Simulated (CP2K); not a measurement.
Band structure of GaN (F-43m, 2 atoms in the cell).

```xyz
2
Lattice="3.2217 0.0000 0.0000 1.6108 2.7900 0.0000 1.6108 0.9300 2.6305" Properties=species:S:1:pos:R:3 pbc="T T T"
Ga     0.0000     0.0000     0.0000
N      4.8325     2.7900     1.9729
```

Method of the run: CP2K 2026.2 with PBE, GPW, DZVP-MOLOPT-SR-GTH basis, GTH-PBE potentials (GTH_POTENTIALS).

Settings: CUTOFF = 600 Ry; REL_CUTOFF = 50 Ry; KPOINTS/SCHEME = MONKHORST-PACK 6 6 6; GAMMA_CENTERED = T; XC_FUNCTIONAL = PBE; Ga/BASIS_SET = DZVP-MOLOPT-SR-GTH-q13; Ga/POTENTIAL = GTH-PBE-q13; N/BASIS_SET = DZVP-MOLOPT-SR-GTH-q5; N/POTENTIAL = GTH-PBE-q5; METHOD = GPW; EPS_DEFAULT = 1e-10; EXTRAPOLATION = USE_GUESS; NGRIDS = 5; SCF_GUESS = ATOMIC.

The starting cell comes from a database of computed structures (which also holds hypothetical and non-ambient phases and stackings), without a prior relaxation at this level. Its lattice was rescaled by a random factor within 2.5 % of one. Values carry the incompleteness of an atom-centred basis.

Q: Predict the gap along the standard path and the places of the band edges.

A: The gap along the path is 1.50 eV, direct at Γ to within 0.01 eV.

Levels in eV from the top of the valence band on the SCF mesh, bands 6 to 10:
```csv
point,6,7,8,9,10
Γ,-13.31,0.00,0.00,0.00,1.50
X,-11.57,-6.05,-2.64,-2.64,3.39
W,-11.31,-5.64,-3.60,-3.54,6.26
K,-11.43,-5.80,-4.14,-2.13,5.03
L,-12.01,-6.89,-0.96,-0.96,4.38
U,-11.43,-5.80,-4.14,-2.13,5.03
```

Higher empty bands are left out: an atom-centred basis made for the valence describes them poorly.
